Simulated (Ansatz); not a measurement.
**Ge in the diamond structure (space group Fd-3m, No. 227)**

```cif
data_Ge8
_chemical_formula_sum 'Ge8'
_space_group_name_H-M_alt 'Fd-3m :1'
_space_group_IT_number 227
_space_group_name_Hall 'F 4d 2 3 -1d'
_cell_length_a 5.62219
_cell_length_b 5.62219
_cell_length_c 5.62219
_cell_angle_alpha 90.000
_cell_angle_beta 90.000
_cell_angle_gamma 90.000
loop_
_atom_site_label
_atom_site_type_symbol
_atom_site_symmetry_multiplicity
_atom_site_Wyckoff_symbol
_atom_site_fract_x
_atom_site_fract_y
_atom_site_fract_z
_atom_site_occupancy
Ge1 Ge 8 b 0.50000 0.50000 0.50000 1
```
(The calculation used a cell of 2 atoms; values per cell refer to that cell.)

Computed with plane-wave PAW DFT at the LDA level (Ansatz, an electronic-structure program, 420 eV), without spin-orbit coupling. Settings: 14×14×14 k-points, 0.05 eV Fermi–Dirac smearing.

- Volume per atom = 22.21 Å³
- Density = 5.43 g/cm³
- Band gap = zero
- Total energy = -4215.720 eV/atom (σ→0; compares only within this code and set-up)

Stability against distortions was not tested. The zero or small gap of Ge can change with the level of theory.
